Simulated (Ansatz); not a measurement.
Consider BeI$_{2}$ in the CdI2 type structure (space group P-3m1, No. 164; a = 3.833 Å, c = 6.667 Å; a hypothetical phase, not in the database extracts checked).

All numbers come from r2SCAN+rVV10 in Ansatz (plane waves to 500 eV, PAW, no spin-orbit coupling).

The change: a free-standing slab of 3 layers (9 atoms, 3 a layer) is cut normal to the stacking axis, with 15 Å of vacuum and the in-plane cell relaxed.

### Question
Estimate the effect on the excess energy per area of both faces and thickness between the outermost nuclei.

### Answer
The excess energy per area of both faces (slab less bulk energy over the cell's area: twice a surface energy) is 0.25 J/m²; the thickness between the outermost nuclei is 16.36 Å.

The excess energy carries the mismatch between the slab's and the bulk's meshes. No phonon test of stability was made.

Ansatz is an electronic-structure program.
